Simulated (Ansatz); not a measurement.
Surface energy of faces of beta Ga2O3 in PBE and in r2SCAN, in Ansatz (plane waves, PAW). Symmetric slabs relaxed with PBE from ideal cuts in 1x1 cells (the lowest computed cut and spin start of each face; real faces may reconstruct in larger cells); r2SCAN values are single points on them, with the bulk at the same level. No spin-orbit coupling, no U.

```csv
face,PBE (J/m²),r2SCAN (J/m²)
(001),1.63,2.00
(100),0.47,0.72
"(101) (10 Ga–Ga, 4 Ga–O bonds formed; 2 Ga–O bonds broke; O ended outermost)",1.59,1.91
(110) (2 Ga–O bonds formed; 6 Ga–O bonds broke; O ended outermost),1.33,?
(111),1.21,1.57
```

Q: Fit a straight line y = a·x + b by least squares to the 4 complete rows (x: PBE (J/m²); y: r2SCAN (J/m²)).

A: the means are x̄ = 1.2250 and ȳ = 1.5500; Σ(x − x̄)² = 0.86750 and Σ(x − x̄)(y − ȳ) = 0.94000, so a = 1.084 and b = ȳ − a·x̄ = 0.223. The largest residual is 0.036.

Q: What does the line predict for the withheld row, (110) (2 Ga–O bonds formed; 6 Ga–O bonds broke; O ended outermost), and what did the calculation give?

A: the line gives 1.66; the calculation gave 1.65, a miss of -0.01, of the size of the fitted rows' scatter and rounding.

Ansatz is a program for electronic structure.
